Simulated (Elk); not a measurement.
Input and output of a self-consistent single point for KF (Fm-3m, 2 atoms in the cell) (Elk).

Method of the run: LDA (PW92), all-electron FP-LAPW, Elk's shipped species files, APW+lo basis with extra local orbitals in Elk.

```
KF
1.0
    0.00000     2.65442     2.65442
    2.65442     0.00000     2.65442
    2.65442     2.65442     0.00000
K F
1 1
Cartesian
  0.00000   0.00000   0.00000
  2.65442   2.65442   2.65442
```

Reference input (self-consistent single point, DFT, PBE, all-electron FP-LAPW, Elk's shipped species files, APW+lo basis with extra local orbitals): xctype = 20; rgkmax = 8; stype = 3; swidth = 0.000734986 Ha; ngridk = 9 9 9; gmaxvr = 14 1/bohr; nxlo = 2; lorbcnd = true; lmaxi = 2. This run's input differs from it in these lines:

```diff
@@ -4,3 +4,3 @@
 xctype
-  20
+  3
```

The program printed (abridged):

```
│ Self-consistent loop started │
│ Loop number : 1 │
 total energy                :     -704.538961084
│ Loop number : 2 │
 total energy                :     -704.464741140
RMS change in Kohn-Sham potential (target) :   0.2591901812     (  0.1000000000E-05)
Absolute change in total energy (target)   :   0.7421994463E-01 (  0.1000000000E-03)
│ Loop number : 3 │
 total energy                :     -703.253634957
RMS change in Kohn-Sham potential (target) :   0.1685040045     (  0.1000000000E-05)
Absolute change in total energy (target)   :    1.229661169     (  0.1000000000E-03)
│ Loop number : 4 │
   [... lines left out ...]
Absolute change in total energy (target)   :   0.2670786317E-02 (  0.1000000000E-03)
│ Loop number : 12 │
 total energy                :     -700.084604256
RMS change in Kohn-Sham potential (target) :   0.2627252699E-05 (  0.1000000000E-05)
Absolute change in total energy (target)   :   0.4264275696E-03 (  0.1000000000E-03)
│ Loop number : 13 │
 total energy                :     -700.084621050
RMS change in Kohn-Sham potential (target) :   0.6837558800E-06 (  0.1000000000E-05)
Absolute change in total energy (target)   :   0.8981323083E-04 (  0.1000000000E-03)
Convergence targets achieved

│ Loop number : 14 │

Energies :
 Fermi                       :    -0.379041102018E-01
 total energy                :     -700.084629372

Density of states at Fermi energy :   0.1360143223E-06
 (states/Hartree/unit cell)

Estimated indirect band gap :   0.2169304830
 from k-point      1 to k-point      1
Estimated direct band gap   :   0.2169304830
 at k-point      1

Charges :
 core                        :    12.00000000
 valence                     :    16.00000000
 interstitial                :    1.394600802
 muffin-tins (core leakage)
  species :    1 (K)
   atom    1                 :    17.60572626     (  0.1162605940E-06)
  species :    2 (F)
   atom    1                 :    8.999672942     ( -0.2480238237E-11)
 total in muffin-tins        :    26.60539920
 total calculated charge     :    28.03322028
 total charge                :    28.00000000
 error                       :   0.3322028419E-01

│ Self-consistent loop stopped │
```

The run converged in 14 iterations. The count includes the last loop, which Elk runs after its targets are met. Against the reference run the gap on the mesh goes from 6.358 to 5.903 eV.

The starting cell comes from a database of computed structures (which also holds hypothetical and non-ambient phases and stackings), without a prior relaxation at this level. Values depend on the basis (sphere radii, cutoffs, local orbitals), which need not be converged.
